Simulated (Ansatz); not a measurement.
Start from ZrO₂ (space group Pca2_1, No. 29; a = 5.2569 Å, b = 5.0502 Å, c = 5.0705 Å). Axes: x, y, z lie along a, b, c of the conventional cell.

The values are results of PBEsol/PAW in Ansatz (a first-principles code), no spin-orbit coupling, earlier PAW set, not measurements.

It is then changed as follows: the symmetric strain tensor [-0.0049 0.0133 0.0042; 0.0133 -0.0160 0.0069; 0.0042 0.0069 -0.0061], atoms relaxed at fixed cell.

Task: Predict the new energy relative to the base.

Result: The energy increases by 10 meV/atom.

Task: Predict the new stress.

Result: The stress (xx, yy, zz, yz, xz, xy; compression positive) comes out as (5.56, 7.95, 5.06, -1.25, -0.88, -3.67) GPa.

Stability against distortions was not tested. This is not the structure that ZrO2 has at room temperature and ambient pressure.
